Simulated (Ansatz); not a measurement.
## Ag (model structure, P6/mmm, No. 191, 1 atom in the cell): c axis length by level of theory

No measured value is used here.

| level (code) | value (Å) |
|---|---|
| LDA (Ansatz) | 2.670 |
| PBE (Ansatz) | 2.774 |
| PBEsol (Ansatz) | 2.706 |
| r²SCAN (Ansatz) | 2.739 |

Cutoffs differ between the levels. Ansatz's density-functional and Hartree–Fock values are scalar-relativistic unless marked +SOC, with PAW data made under PBE.

A model structure was made by putting elements into a prototype or built by hand; it is no filed structure, need not be a known phase, and can be a saddle point held by its symmetry.

Ansatz is a program for electronic structure.
